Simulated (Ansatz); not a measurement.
Faces of 2H silicon carbide (a metastable polymorph) in 1x1 cells, as slabs relaxed from ideal cuts; for each face the lowest of the symmetric, stoichiometric cuts and spin starts that were computed. The slabs keep the symmetry of their cuts; real faces may buckle, or reconstruct in larger cells. No spin-orbit coupling, no Hubbard U.

Computed with PBE (plane waves to 420 eV, PAW; Ansatz, a program for electronic structure).

```
face     cell area (Å²)  outermost plane spacing of the ideal cut (Å)  γ unrelaxed (J/m²)  γ relaxed (J/m²)  ionisation potential, top face (eV)
-------  --------------  --------------------------------------------  ------------------  ----------------  -----------------------------------
(10-10)           15.69                                          0.89                3.03        (withheld)                           (withheld)
(11-20)           27.17                                          1.55                3.18        (withheld)                                 5.70
(21-30)           41.51                                          0.34                3.21              2.56                                 5.66
```

Question: Some entries are withheld; supply them.

Answer: 
- (10-10), γ relaxed (J/m²): 2.34
- (10-10), ionisation potential, top face (eV): 5.60
- (11-20), γ relaxed (J/m²): 2.58
